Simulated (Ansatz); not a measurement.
How far to go with the plane-wave cutoff: KRuF₆ (R3m, 8 atoms in the cell)

```xyz
8
Lattice="3.7618 2.1719 2.4462 -3.7618 2.1719 2.4462 0.0000 -4.3438 2.4462" Properties=species:S:1:pos:R:3 pbc="T T T"
K      0.0000     0.0000     3.7192
Ru     0.0000     0.0000     0.0000
F      0.0000    -2.8269     3.5608
F      0.0000     2.8269     3.7777
F      2.4482     1.4134     3.5608
F     -2.4482    -1.4134     3.7777
F     -2.4482     1.4134     3.5608
F      2.4482    -1.4134     3.7777
```
Moments meant for the start (each program seeds them in its own way; μB, in the order of the atoms K Ru F F F F F F): 0.0 2.0 0.0 0.0 0.0 0.0 0.0 0.0.

Method: PBEsol, default PAW files made with PBE (plane waves; Ansatz, a program for electronic structure).

Base settings: basis.ecutwfc = 30.9 Ry; kpoints.mp_grid.grid = 3 3 3; hamiltonian.xc = pbesol; hamiltonian.pseudopotentials = {kind: paw} (the program's default PAW files); magnetization.spin_polarized = true; scf.occupations.method = fermi_dirac; scf.occupations.width = 0.0007 Ry.

The second cell is the first with its lattice scaled by 0.98.

The mesh stays at the base's, so the ladder's end is converged at best in this setting alone.

The first pressure column holds Ansatz's estimate of the finite-basis (Pulay) stress, which hides part of the cutoff error; the other is without it.

Only quantities that move along the ladder and can be compared are tabulated.

The count of work is k-points × plane waves × bands × iterations; it is no time. 

The starting cell comes from a database of computed structures (which also holds hypothetical and non-ambient phases and stackings), without a prior relaxation at this level. Its lattice was rescaled by up to half a per cent. One atom was moved a little off its site on purpose. With one magnetic atom in the cell only a parallel order is possible.

| basis.ecutwfc | free energy less the last step's (meV/atom) | energy of the compressed cell less the first (meV/atom) | pressure (GPa) | pressure without the Pulay estimate (GPa) | largest difference of a force vector from the last step's (eV/Å) | count of work / last |
|---|---|---|---|---|---|---|
| 10.7 Ry | 36434.50 | 96.60 | -3.41 | -875.18 | 1.624 | 0.066 |
| 12.5 Ry | 20280.46 | -104.26 | 17.89 | -600.22 | 4.222 | 0.064 |
| 14 Ry | 11905.85 | 48.51 | 16.25 | -412.57 | 3.544 | 0.076 |
| 15.4 Ry | 7109.86 | 130.91 | 6.80 | -282.66 | 1.879 | 0.095 |
| 16.9 Ry | 4052.49 | 52.91 | -2.52 | -185.30 | 0.413 | 0.10 |
| 18.4 Ry | 2313.01 | -22.66 | -3.85 | -120.53 | 0.257 | 0.13 |
| 21.7 Ry | 610.56 | 7.87 | -2.83 | -42.73 | 0.239 | 0.16 |
| 24.6 Ry | 165.79 | 8.63 | -1.84 | -15.69 | 0.090 | 0.20 |
| 27.9 Ry | 31.07 | 7.99 | -1.58 | -4.92 | 0.008 | 0.23 |
| 30.9 Ry | 6.20 | 8.10 | -1.52 | -2.19 | 0.003 | 0.27 |
| 33.8 Ry | 2.37 | 8.29 | -1.50 | -1.59 | 0.004 | 0.31 |
| 37.1 Ry | 1.94 | 8.28 | -1.51 | -1.52 | 0.003 | 0.35 |
| 41.5 Ry | 1.53 | 8.23 | -1.51 | -1.54 | 0.002 | 0.42 |
| 46.3 Ry | 1.20 | 8.20 | -1.52 | -1.53 | 0.001 | 0.50 |
| 54 Ry | 1.00 | 8.17 | -1.52 | -1.54 | 0.000 | 0.62 |
| 61.7 Ry | 0.47 | 8.16 | -1.52 | -1.56 | 0.000 | 0.77 |
| 74.2 Ry | 0.00 | 8.16 | -1.52 | -1.53 | 0.000 | 1.0 |

Coarsest basis.ecutwfc that holds the forces within 0.005 eV/Å of the last step, with all finer ones: 30.9 Ry, at 0.27 of the last step's count of work; the step before is off by 0.008 eV/Å.

Coarsest basis.ecutwfc that holds the energy of the compressed cell less the first within 0.2 meV/atom of the last step, with all finer ones: 27.9 Ry, at 0.23 of the last step's count of work; the step before is off by 0.47 meV/atom.

Coarsest basis.ecutwfc that holds the pressure without the Pulay estimate within 1 GPa of the last step, with all finer ones: 30.9 Ry, at 0.27 of the last step's count of work; the step before is off by 3.4 GPa.

The energy difference between the two cells stays within 1 meV/atom of the last step's from 21.7 Ry on, the total only from 54 Ry on: much of the error is common to both cells and cancels.

At the lowest cutoff the pressure without the Pulay estimate lies 874 GPa under the last step's, the usual sign of Pulay stress in an incomplete plane-wave basis.

Keys are those of Ansatz 0.2.
